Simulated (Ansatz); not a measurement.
Cost and result by functional for the surface energy of the (310) surface of bcc Rb in its 1x1 cell, outermost plane spacing 1.79 Å in the ideal cut, in Ansatz (plane waves, PAW). Single points on the PBE structure, on one kind of machine; costs are rough ratios of the slab run's core time (references not counted) to the cheapest single point. r2SCAN's cost holds its higher cutoff (500 against 420 eV). Differences are taken against r2SCAN for comparison alone: no measured value is at hand, so the table doesn't rank accuracy.

Slab: 7 atoms, 10.8 Å thick at the start; k 7x5x1, smearing 0.1 eV, dipole-corrected; all atoms relaxed; held to the part of the start's symmetry that mesh and held atoms allow; no spin, no spin-orbit, no U. These notes are the PBE run's.

| functional | relative cost | surface energy (J/m²) | less r2SCAN (J/m²) |
|---|---|---|---|
| LDA | 1 | 0.11 | 0.01 |
| PBEsol | 1 | 0.10 | 0.00 |
| RPBE | 1 | 0.07 | -0.03 |
| r2SCAN | 2 | 0.10 | 0.00 |
| PBE (the relaxed run's value) | – | 0.09 | -0.01 |

The values span 0.04 J/m², while the single points' costs differ by a factor of roughly 2. Differences are of unrounded values.

Ansatz is a quantum-chemistry and plane-wave program.
